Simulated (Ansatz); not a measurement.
Consider interstitial Li in beta Ga2O3 with all lengths changed by -1 %, charge state +1. Computed with PBE, PAW (plane waves to 420 eV; Ansatz, a program for electronic structure).

Cell of 120 host sites held at the strained lattice (strain from the relaxed PBE one, atoms relaxed); the Γ point alone; Fermi-Dirac width 0.01 eV, spin-restricted; finite-size errors left in. Static, classical nuclei. The charge state is imposed; whether it is stable for some Fermi level was not computed. Sites that were not tried may lie lower.

Barriers: single points on a 2×2×2 k-point mesh shifted by half a step at the bands' geometries.

The step: a direct jump of one Li atom; the atom moves 1.63 Å along (0.03, -0.50, -0.06) of the unit cell; the moving atom starts with neighbours O at 1.74, 2 O at 1.84 Å and ends with O at 1.74, 2 O at 1.84 Å.

**Question.** Give the migration barrier of this step at the level PBE, PAW.

**Answer.** 0.34 eV, the same both ways. At the saddle the moving atom has neighbours O at 1.72, O at 1.73 Å. The saddle point's order was not checked.
